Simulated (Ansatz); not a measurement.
A computed series for GeSe2: response to strain

Take GeSe2 (space group P2_1/c, No. 14; a model cell, its experimental status unchecked) as the base.

```yaml
crystal:
  lattice:
    - [6.51324, 0.00000, 0.00000]
    - [0.00000, 5.60183, 0.00000]
    - [-0.19615, 0.00000, 7.51657]
  atoms:
    - { symbol: Ge, position: [0.23864, 0.54440, 0.64910] }
    - { symbol: Ge, position: [0.76136, 0.04440, 0.85090] }
    - { symbol: Ge, position: [0.76136, 0.45560, 0.35090] }
    - { symbol: Ge, position: [0.23864, 0.95560, 0.14910] }
    - { symbol: Se, position: [0.14020, 0.92592, 0.80401] }
    - { symbol: Se, position: [0.85980, 0.42592, 0.69599] }
    - { symbol: Se, position: [0.85980, 0.07408, 0.19599] }
    - { symbol: Se, position: [0.14020, 0.57408, 0.30401] }
    - { symbol: Se, position: [0.41163, 0.32977, 0.93657] }
    - { symbol: Se, position: [0.58837, 0.82977, 0.56343] }
    - { symbol: Se, position: [0.58837, 0.67023, 0.06343] }
    - { symbol: Se, position: [0.41163, 0.17023, 0.43657] }
```

Cartesian axes are those of the cell as printed.

Strains are applied to the cell and any free atomic positions relax; under biaxial strain the out-of-plane vector relaxes too; under stress the whole cell relaxes.

All numbers come from PBEsol/PAW in Ansatz (a first-principles code), scalar-relativistic without spin-orbit coupling.

Notes on the quantities. pressure: mean of the normal stresses, compression positive.

```json
[
 {"case": "base", "pressure": "0.0 GPa", "volume per atom": "22.85 Å³"},
 {"case": "biaxial strain −1.07 %, plane normal [001], relaxed out of plane", "pressure": "[?]", "volume per atom": "[?]"},
 {"case": "biaxial strain −0.55 %, plane normal [001], relaxed out of plane", "pressure": "0.3 GPa", "volume per atom": "22.74 Å³"},
 {"case": "uniaxial strain ε_xx = −1.57 %", "pressure": "0.7 GPa", "volume per atom": "22.50 Å³"},
 {"case": "uniaxial stress, 1 GPa compression along x", "pressure": "–", "volume per atom": "22.50 Å³"}
]
```

**Question.** Some entries are withheld; estimate them.

**Answer.** 
- biaxial strain −1.07 %, plane normal [001], relaxed out of plane, pressure: 0.5 GPa
- biaxial strain −1.07 %, plane normal [001], relaxed out of plane, volume per atom: 22.64 Å³

Without a gap, meshes like the base's 6×7×5 leave anisotropic stresses uncertain by several tenths of a GPa, and small strain energies with them. Beyond what the load breaks, stability against distortions was not tested. The final runs are not spin-polarised.
